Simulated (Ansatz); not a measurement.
End structure of the (31-43) surface of hcp Ti in its 1x1 cell, outermost plane spacing 0.11 Å in the ideal cut:

```yaml
crystal:
  lattice:
    - [5.50203, 0.00000, 0.00000]
    - [1.57821, 9.84207, 0.00000]
    - [0.00000, 0.00000, 26.50000]
  atoms:
    - { symbol: Ti, position: [0.19930, 0.54975, 0.31044] }
    - { symbol: Ti, position: [0.55376, 0.73148, 0.31458] }
    - { symbol: Ti, position: [0.03551, 0.81402, 0.33375] }
    - { symbol: Ti, position: [0.32589, 0.02284, 0.33587] }
    - { symbol: Ti, position: [0.81065, 0.09243, 0.35539] }
    - { symbol: Ti, position: [0.11253, 0.31186, 0.36100] }
    - { symbol: Ti, position: [0.57578, 0.37639, 0.37386] }
    - { symbol: Ti, position: [0.85725, 0.59252, 0.38330] }
    - { symbol: Ti, position: [0.33906, 0.65071, 0.40059] }
    - { symbol: Ti, position: [0.63250, 0.86635, 0.40342] }
    - { symbol: Ti, position: [0.11657, 0.93647, 0.42482] }
    - { symbol: Ti, position: [0.42247, 0.14599, 0.42685] }
    - { symbol: Ti, position: [0.89794, 0.21913, 0.44752] }
    - { symbol: Ti, position: [0.21004, 0.42152, 0.45375] }
    - { symbol: Ti, position: [0.68029, 0.49395, 0.47297] }
    - { symbol: Ti, position: [0.97779, 0.70541, 0.47980] }
    - { symbol: Ti, position: [0.45835, 0.77413, 0.49739] }
    - { symbol: Ti, position: [0.75040, 0.98986, 0.50261] }
    - { symbol: Ti, position: [0.23096, 0.05858, 0.52020] }
    - { symbol: Ti, position: [0.52846, 0.27004, 0.52703] }
    - { symbol: Ti, position: [0.99872, 0.34247, 0.54625] }
    - { symbol: Ti, position: [0.31082, 0.54486, 0.55248] }
    - { symbol: Ti, position: [0.78628, 0.61800, 0.57315] }
    - { symbol: Ti, position: [0.09219, 0.82752, 0.57518] }
    - { symbol: Ti, position: [0.57625, 0.89764, 0.59658] }
    - { symbol: Ti, position: [0.86969, 0.11328, 0.59941] }
    - { symbol: Ti, position: [0.35150, 0.17147, 0.61670] }
    - { symbol: Ti, position: [0.63297, 0.38760, 0.62614] }
    - { symbol: Ti, position: [0.09622, 0.45213, 0.63900] }
    - { symbol: Ti, position: [0.39810, 0.67155, 0.64461] }
    - { symbol: Ti, position: [0.88286, 0.74115, 0.66413] }
    - { symbol: Ti, position: [0.17324, 0.94997, 0.66625] }
    - { symbol: Ti, position: [0.65499, 0.03251, 0.68542] }
    - { symbol: Ti, position: [0.00945, 0.21424, 0.68956] }
```

Model: 34-atom slab, 10.4 Å thick at the start (thin: gaps and levels are the slab's own), 7x4x1 mesh, Fermi-Dirac 0.1 eV, dipole correction, all atoms relaxed; start symmetry kept, larger cells not searched; no spin, no spin-orbit, no U.

Problem. What is the computed work function of the top face (PBE (Ansatz, an electronic-structure program))?

Solution. 3.73 eV

Problem. What surface energy (mean of both faces) does PBE give?

Solution. 2.02 J/m^2
